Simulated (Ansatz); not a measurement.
# Ga2O3: response to strain

The reference is Ga$_{2}$O$_{3}$ in the corundum structure (space group R-3c, No. 167; a = 4.950 Å, c = 13.306 Å (hexagonal axes)). Axes: x lies along a and z along c of the hexagonal cell.

Strains are applied to the cell and any free atomic positions relax.

All numbers come from LDA/PAW in Ansatz (a quantum-chemistry and plane-wave program), no SOC.

Notes on the quantities. energy relative to the base: free energy F.

```json
[
 {"variant": "base", "smallest direct gap": "3.31 eV", "energy relative to the base": "0 meV/atom", "electron mass": "0.24 mₑ (at Γ)"},
 {"variant": "uniaxial strain ε_zz = +0.75 %", "smallest direct gap": "3.22 eV", "energy relative to the base": "+0.6 meV/atom", "electron mass": "0.24 mₑ (at Γ)"},
 {"variant": "uniaxial strain ε_zz = +1.50 %", "smallest direct gap": "3.13 eV", "energy relative to the base": "+2.4 meV/atom", "electron mass": "0.24 mₑ (at Γ)"},
 {"variant": "uniaxial strain ε_zz = +2.25 %", "smallest direct gap": "3.04 eV", "energy relative to the base": "+5.4 meV/atom", "electron mass": "0.23 mₑ (at Γ)"},
 {"variant": "uniaxial strain ε_zz = +3.00 %", "smallest direct gap": "2.94 eV", "energy relative to the base": "+9.5 meV/atom", "electron mass": "0.23 mₑ (at Γ)"}
]
```

Masses are band curvatures over ±0.01 Å⁻¹ around the edge. Whether these cells are dynamically stable was not tested.
